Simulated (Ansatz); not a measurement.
**ZnS, pressure series**

Take ZnS in the zinc blende structure (space group F-43m, No. 216; a = 5.4434 Å) as the base.

Cell and atoms are relaxed at each pressure.

The values are results of PBE, PAW, 420 eV (Ansatz, a quantum-chemistry and plane-wave program; no spin-orbit coupling), not measurements.

```json
[
 {"pressure (GPa)": "-2", "volume per atom (Å³/atom)": "20.790"},
 {"pressure (GPa)": "-1", "volume per atom (Å³/atom)": "20.462"},
 {"pressure (GPa)": "0", "volume per atom (Å³/atom)": "20.162"},
 {"pressure (GPa)": "1.8", "volume per atom (Å³/atom)": "19.675"},
 {"pressure (GPa)": "4.2", "volume per atom (Å³/atom)": "?"},
 {"pressure (GPa)": "9", "volume per atom (Å³/atom)": "18.190"},
 {"pressure (GPa)": "18", "volume per atom (Å³/atom)": "16.919"},
 {"pressure (GPa)": "30", "volume per atom (Å³/atom)": "15.723"},
 {"pressure (GPa)": "60", "volume per atom (Å³/atom)": "13.848"}
]
```

Problem. Fit the third-order Birch–Murnaghan form P(V) = (3B₀/2)[(V₀/V)^(7/3) − (V₀/V)^(5/3)]·[1 + (3/4)(B₀′ − 4)((V₀/V)^(2/3) − 1)] (squares taken in P) to the rows shown and predict the withheld row.

Solution. Least squares on the printed values gives V₀ = 20.162 Å³/atom, B₀ = 70.0 GPa, B₀′ = 4.3; this predicts 19.113 Å³/atom, and the run gives 19.110 Å³/atom, 0.003 lower.

Measured bulk modulus of ZnS: 77.1 GPa (temperature not stated; as listed in Cormac Toher et al., Physical Review Materials (2017)); the computed value is for a static lattice, so the two differ by thermal effects too.

Load acts through the strain it causes; cell and atoms are relaxed under it. Whether these cells are dynamically stable was not tested. Measured, ZnS leaves this structure (for rock salt) near 14.7 GPa (temperature not stated; as listed in Datta, Sujoy, Jana, Debnarayan, arXiv (2020)), on rising pressure, with hysteresis.
